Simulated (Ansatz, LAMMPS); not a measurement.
Si well of 21 atomic layers along [001] in random Si0.5Ge0.5, interfaces graded over 4 layers. Cell 16.85 × 16.85 × 66.10 Å, Si614Ge250, 864 atoms. Prepared with LAMMPS with Tersoff's 1989 multicomponent potential (SiCGe.tersoff): minimisation. 

Basis: localised support functions (accuracy medium) on a full density matrix. k-points: zone centre alone; occupations: Fermi-Dirac, 0.010 eV; spin polarisation not allowed. Scalar-relativistic, no spin-orbit coupling.

Give the gap and bonding at the level PBE, support functions at accuracy medium on the grid of 370 eV run with Ansatz (a program for electronic structure).


- Kohn-Sham gap of the cell on its k-mesh = 0.18 eV
- weight of the highest filled level on the well = 0.31
- weight of the lowest empty level on the well = 0.99
- coordination (neighbours within 2.875 Å) = 100.0 % 4-fold
- Ge-Ge bonds, mean ± spread = 2.478 ± 0.009 Å
- Ge-Si bonds, mean ± spread = 2.432 ± 0.009 Å
- Si-Si bonds, mean ± spread = 2.393 ± 0.007 Å
- bond angles, mean ± spread = 109.5° ± 1.4°
- pressure = -1.44 GPa
